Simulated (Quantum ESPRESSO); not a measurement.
A working Quantum ESPRESSO input for a sheet of PbI2 (3 atoms in the cell) (DFT, PBEsol, plane waves, PseudoDojo standard norm-conserving (PBESOL) pseudopotentials):

```fortran
&CONTROL
   calculation = 'scf',
   prefix = 'pbi2',
   outdir = './out',
   pseudo_dir = './',
   tprnfor = .true.,
   tstress = .true.,
/
&SYSTEM
   ibrav = 0,
   nat = 3,
   ntyp = 2,
   ecutwfc = 70,
   occupations = 'smearing',
   smearing = 'cold',
   degauss = 0.019992,
/
&ELECTRONS
   conv_thr = 1.0d-10,
   mixing_beta = 0.3,
/
ATOMIC_SPECIES
Pb   207.2000  Pb.upf
I    126.9045  I.upf
ATOMIC_POSITIONS {bohr}
Pb    0.000000000    0.000000000   16.763962652
I     0.000000000    4.930738909   20.299851183
I     4.270145154    2.465369454   13.228074122
K_POINTS {automatic}
6 6 1  0 0 0
CELL_PARAMETERS {bohr}
   8.540290308     0.000000000     0.000000000
  -4.270145154     7.396108363     0.000000000
   0.000000000     0.000000000    33.527925305
```

The run converged in 13 iterations: free energy E − TS -2605.4016 eV; top of the valence band (on the code's own zero) -2.34 eV; gap on the k-point mesh 2.48 eV; pressure averaged over the cell with its vacuum 0.02 GPa; largest force (vector length) 0.004 eV/Å. Each of these slips is then made, one at a time:

(1)
```diff
-   ecutwfc = 70,
```

(2)
```diff
-   ecutwfc = 70,
+   ecutwfc = 35,
```

Q: How does each altered input end?

A: 
(1) No plane-wave cutoff. The program stopped before any SCF iteration.
```
Error in routine set_cutoff (1):
ecutwfc not set
```

(2) An energy in the wrong unit. The run converged in 12 iterations without an error; against the sound input the free energy goes up by 525 meV/atom, the largest force stays at 0.004 eV/Å and the gap on the mesh hardly changes (2.482 to 2.478 eV). The full log also holds: “SCF correction compared to forces is large: reduce conv_thr to get better values”.

The starting cell was generated: these elements placed on a structure prototype, without a prior relaxation; it need not be a known phase or ordering of this composition. Its lattice was rescaled in the plane by a random factor within 2.5 % of one. Spin-orbit coupling is off.

Left out of this page: 3 runs of the series outside the window shown, repeating another row's setting, or not comparable.
